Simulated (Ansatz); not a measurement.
Base system: Sn (space group I4_1/amd, No. 141; a = 5.9470 Å, c = 3.2123 Å). Axes: x, y, z lie along a, b, c of the conventional cell.

The values are results of PBE (Ansatz, a program for electronic structure, PAW, no spin-orbit coupling), not measurements.

Base values:

```
Property           Result
---------------  --------
Pressure          0.0 GPa
Volume per atom  28.40 Å³
Band gap             zero
```

Modification: compressive biaxial strain of 3.35 % in the plane normal to [001], as in epitaxy on a mismatched substrate; the out-of-plane cell vector and the atoms relax.

Problem. Predict the new pressure, volume per atom, energy relative to the base and band gap.

Solution. The pressure (mean of the normal stresses, compression positive) goes from zero to 2.6 GPa; the volume per atom decreases by 1.22 Å³ to 27.18 Å³; the energy rises by 21 meV/atom; the band gap stays zero.

A biaxial case was relaxed in a doubled cell and then solved in the primitive one. Without a gap, meshes like the base's 16×16×16 leave anisotropic stresses uncertain by several tenths of a GPa, and small strain energies with them. Stability against distortions was not tested.
